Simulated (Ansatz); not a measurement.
Base system: MgTe in the zinc blende structure (space group F-43m, No. 216; a = 6.4393 Å). Axes: x, y, z lie along the cube axes.

Computed with PBEsol, PAW, 420 eV (Ansatz, a quantum-chemistry and plane-wave program; no spin-orbit coupling).

For the base:

- Valence-band top at Γ = 0.00, 0.00, 0.00 eV
- Band gap = 2.35 eV
- Gap character = direct at Γ

Now apply this change: uniaxial strain ε_zz = +0.50 %, all other strain components held at zero, atoms relaxed at fixed cell.

Task: What does the calculation give for the valence-band top at Γ, band gap, gap character and energy relative to the base after the change?

Result: The valence-band top at Γ (three highest levels, from the VBM) becomes 0.00, 0.00, -0.01 eV (base: 0.00, 0.00, 0.00 eV); the band gap shrinks by 0.03 eV (2.35 eV → 2.32 eV); the gap character is still direct at Γ; the energy hardly moves.

Spin-orbit coupling, missing from the scalar runs, can matter with Te. Whether these cells are dynamically stable was not tested. Labels are those of the standard path for the cell's own space group.
